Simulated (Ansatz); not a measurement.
Take Ni in the diamond structure (space group Fd-3m, No. 227; a = 5.007 Å; ferromagnetic; a hypothetical phase, not in the database extracts checked) as the base. Axes: x, y, z lie along the cube axes.

All numbers come from PBEsol in Ansatz (plane waves to 420 eV, PAW, spin-orbit coupling left out).

Before the change:

The magnetic state is ferromagnetic and the shortest interatomic distance comes out as 4.097 bohr.

The change: a free-standing slab of 5 layers (10 atoms, 2 a layer) is cut normal to [110], with 15 Å of vacuum and the in-plane cell held at bulk.

**Question.** What does the calculation give for the excess energy per area of both faces, change of the spacing d12 from its bulk value of 1.770 Å, change of the spacing d23 from its bulk value of 1.770 Å, magnetic state and shortest interatomic distance after the change?

**Answer.** The excess energy per area of both faces (slab less bulk energy over the cell's area: twice a surface energy) amounts to 2.7 J/m² (uncertain by up to 0.09 J/m²); the change of the spacing d12 from its bulk value of 1.770 Å comes out as +1.9 %; the change of the spacing d23 from its bulk value of 1.770 Å amounts to +1.1 %; the magnetic state remains ferromagnetic; the shortest interatomic distance grows by 0.005 bohr, from 4.097 bohr to 4.102 bohr.

The magnetic state is the one reached from the starting moments; the real material's order can differ, and small cells can't hold many antiferromagnetic ones. Slab and bulk use different k-meshes, which limits the precision of the excess energy. Stability against distortions was not tested.

Ansatz is a quantum-chemistry and plane-wave program.
